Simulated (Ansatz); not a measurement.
Consider CdS in the wurtzite structure (space group P6_3mc, No. 186; a = 4.196 Å, c = 6.830 Å).

Calculations: Ansatz (an electronic-structure program) PBE, no spin-orbit coupling.

Strains are applied to the cell and any free atomic positions relax.

One change was made to it. Results:

| quantity | base | after |
|---|---|---|
| pressure (mean of the normal stresses, compression positive) | 0.00 GPa | 5.99 GPa |
| mean gap deformation potential ΔEg/Δln V | – | -2.3 eV |
| energy relative to the base (free energy F) | 0 meV/atom | +39 meV/atom |
| electron mass | 0.12 mₑ along c, 0.13 mₑ across (at Γ) | 0.13 mₑ along c, 0.14 mₑ across (at Γ) |
| valence-band top at Γ (three highest levels, from the VBM) | 0.00, 0.00, -0.04 eV | 0.00, 0.00, -0.06 eV |

### Question
Which of these changes matches the shifts?
(A) isotropic strain −1.80 %
(B) isotropic strain −1.20 %
(C) isotropic strain −2.40 %
(D) isotropic strain −3.00 %
(E) isotropic strain −0.60 %

### Answer
D, isotropic strain −3.00 %. For comparison, the energy relative to the base in the other runs: isotropic strain −1.80 % gives +13 meV/atom; isotropic strain −2.40 % gives +24 meV/atom; isotropic strain −1.20 % gives +5.9 meV/atom; isotropic strain −0.60 % gives +1.4 meV/atom.

Masses are band curvatures over ±0.01 Å⁻¹ around the edge. Semilocal Kohn–Sham gaps tend to fall short of experiment. Stability against distortions was not tested.
